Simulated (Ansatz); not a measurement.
We consider Co (model structure, started from the simple cubic type, Pm-3m, No. 221, 1 atom in the cell), described by PBEsol in Ansatz (PAW).

Run with plane-wave cutoff 520 eV, 24×24×24 k mesh, Fermi–Dirac smearing 0.05 eV, spin-polarised with parallel moments, scalar-relativistic PAW data made under PBE.

Cell (relaxed at this level):

```
CELL_PARAMETERS angstrom
      2.29435     0.00000     0.00000
      0.00000     2.29435     0.00000
      0.00000     0.00000     2.29435
ATOMIC_POSITIONS crystal
  Co 0.00000 0.00000 0.00000
```
Starting moments (μB, in the order of the record's atoms Co): 3.0.

Task: Estimate the bulk modulus B0 that the calculation returns.

Result: 
- bulk modulus B0 = 150 GPa

The run finds no gap.

Note: the magnetic order was assumed, not searched for or taken from measurement; the bulk modulus is −V dP/dV from two relaxed cells at ±2 % in volume; the relaxation could raise the start's symmetry but not lower it, so the cell can be a saddle point.

Computed values are for the static lattice.

A model structure was made by putting elements into a prototype or built by hand; it is no filed structure, need not be a known phase, and can be a saddle point held by its symmetry.

Ansatz is a first-principles code.
